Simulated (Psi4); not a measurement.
Psi4 1.11, B3LYP/def2-svp: W(NH)(Cl)(OMe)3 (C[O][W](=[NH])([Cl])([O]C)[O]C), 19 atoms. The geometry is a generated start, not checked to be a minimum at this level.

| Quantity | Value |
|---|---|
| task | gradient |
| method | b3lyp |
| basis | def2-svp |
| memory | 7 GB |
| scf_type | df (default) |
| guess | auto, which took SAD (default) |
| diis_max_vecs | 10 (default) |
| scf_initial_accelerator | adiis (default) |
| e_convergence | 1e-08 (default) |
| d_convergence | 1e-08 (default) |
| effective core potentials | those of the basis set, past Kr |
| basis functions (reference run) | 198 |
| grid points (reference run) | 3407513 |

```xyz
19

W     -0.5116     0.2871     0.3761
N     -2.2821     0.4074     0.4700
H     -3.2970     0.5029     0.5316
Cl     0.0809     1.7074     2.1347
O      0.1452    -1.0395     1.5205
C     -0.2135    -2.3914     1.6232
H     -0.6165    -2.7388     0.6520
H      0.6647    -2.9929     1.8975
H     -0.9807    -2.5134     2.4010
O      0.3005     1.5663    -0.6846
C      0.4091     2.9446    -0.8938
H     -0.0154     3.4842    -0.0291
H      1.4644     3.2264    -1.0099
H     -0.1393     3.2274    -1.8038
O     -0.2780    -0.9431    -1.0527
C      1.0442    -1.1419    -1.4485
H      1.6970    -1.3326    -0.5686
H      1.1105    -2.0093    -2.1239
H      1.4175    -0.2508    -1.9916
```
Charge 0, spin multiplicity 1.

Differences are taken against the run with dft_radial_points = 200, dft_spherical_points = 974, dft_pruning_scheme = none (default); no run here is proven converged. Each setting ran once; only counts and results are compared.

Settings tried, all else as in the reference:
- dft_radial_points = 75 (default), dft_spherical_points = 302 (default), dft_pruning_scheme = robust
- dft_radial_points = 75 (default), dft_spherical_points = 302 (default), dft_pruning_scheme = treutler
- dft_radial_points = 99, dft_spherical_points = 590, dft_pruning_scheme = treutler
- dft_radial_points = 75 (default), dft_spherical_points = 434
- dft_radial_points = 50, dft_spherical_points = 194
- dft_radial_points = 35, dft_spherical_points = 110
- dft_radial_points = 150, dft_spherical_points = 770
- dft_radial_points = 75 (default), dft_spherical_points = 302 (default)
- dft_radial_points = 99, dft_spherical_points = 590
- dft_radial_points = 25, dft_spherical_points = 50

Task: Sort the settings: which keep to the reference within 1.0 meV/atom in energy, 10 meV/Å in forces (largest component), and which don't?

Result: Within it: dft_radial_points = 150, dft_spherical_points = 770; dft_radial_points = 99, dft_spherical_points = 590; dft_radial_points = 99, dft_spherical_points = 590, dft_pruning_scheme = treutler; dft_radial_points = 75 (default), dft_spherical_points = 434; dft_radial_points = 75 (default), dft_spherical_points = 302 (default), dft_pruning_scheme = treutler; dft_radial_points = 75 (default), dft_spherical_points = 302 (default); dft_radial_points = 75 (default), dft_spherical_points = 302 (default), dft_pruning_scheme = robust. Outside: dft_radial_points = 50, dft_spherical_points = 194; dft_radial_points = 35, dft_spherical_points = 110; dft_radial_points = 25, dft_spherical_points = 50.

| setting | grid points | energy against the reference | difference in forces (largest component) |
|---|---|---|---|
| the reference | 3407513 | — | — |
| dft_radial_points = 150, dft_spherical_points = 770 | 2033628 | under 0.001 meV/atom | 0.82 meV/Å |
| dft_radial_points = 99, dft_spherical_points = 590 | 1033001 | under 0.001 meV/atom | 1.2 meV/Å |
| dft_radial_points = 99, dft_spherical_points = 590, dft_pruning_scheme = treutler | 558559 | −0.026 meV/atom | 2.6 meV/Å |
| dft_radial_points = 75 (default), dft_spherical_points = 434 | 578385 | +0.0061 meV/atom | 5.3 meV/Å |
| dft_radial_points = 75 (default), dft_spherical_points = 302 (default), dft_pruning_scheme = treutler | 229257 | −0.045 meV/atom | 6.9 meV/Å |
| dft_radial_points = 75 (default), dft_spherical_points = 302 (default) | 402713 | −0.022 meV/atom | 7.0 meV/Å |
| dft_radial_points = 75 (default), dft_spherical_points = 302 (default), dft_pruning_scheme = robust | 281529 | −0.022 meV/atom | 7.0 meV/Å |
| dft_radial_points = 50, dft_spherical_points = 194 | 175213 | +0.12 meV/atom | 30 meV/Å |
| dft_radial_points = 35, dft_spherical_points = 110 | 69830 | −1.7 meV/atom | 82 meV/Å |
| dft_radial_points = 25, dft_spherical_points = 50 | 22761 | +56 meV/atom | 450 meV/Å |

Total energies are compared; such shifts often cancel in part in energy differences. The gradients leave out the derivatives of the grid weights. No test of the SCF solution's stability was run. Also tried and not ranked: dft_radial_points = 99, dft_spherical_points = 590, dft_pruning_scheme = robust (same energy as a listed run). The tolerance is a choice made for this comparison.
